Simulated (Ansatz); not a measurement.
The reference is Mg in the diamond structure (space group Fd-3m, No. 227; a = 6.870 Å; a hypothetical phase, not in the database extracts checked; relaxed with 0.1 eV smearing).

Structures relaxed with DFT with PBE, PAW potentials and a 420 eV plane-wave cutoff in Ansatz (a first-principles code), no SOC.

Base:

Simulated powder pattern, Cu Kα1, λ = 1.54056 Å (kinematic, ideal powder, no thermal factors, no anomalous dispersion; the 10 strongest lines at most, above 2 %, up to 2θ = 90°):

| 2θ (°) | I/Imax (%) | hkl |
|---|---|---|
| 22.39 | 100 | (111) |
| 36.98 | 78 | (220) |
| 43.66 | 48 | (311) |
| 53.29 | 13 | (400) |
| 58.51 | 19 | (331) |
| 66.63 | 25 | (422) |
| 71.26 | 13 | (511) |
| 78.72 | 7.4 | (440) |
| 83.10 | 13 | (531) |

One thing is altered: every lattice vector is shortened by 2.15 %, atoms relaxed at fixed cell.

Task: How do the reflections move or split?

Result: 
Simulated powder pattern, Cu Kα1, λ = 1.54056 Å (kinematic, ideal powder, no thermal factors, no anomalous dispersion; the 10 strongest lines at most, above 2 %, up to 2θ = 90°):

```tsv
2θ (°)	I/Imax (%)	hkl
22.89	100	(111)
37.82	77	(220)
44.67	48	(311)
54.56	13	(400)
59.93	19	(331)
68.29	25	(422)
73.08	13	(511)
80.81	7.3	(440)
85.35	12	(531)
```

The indices refer to the base's conventional cell; one index is shown for lines that coincide.

The cells carry an imposed strain or load. Stability against distortions was not tested.
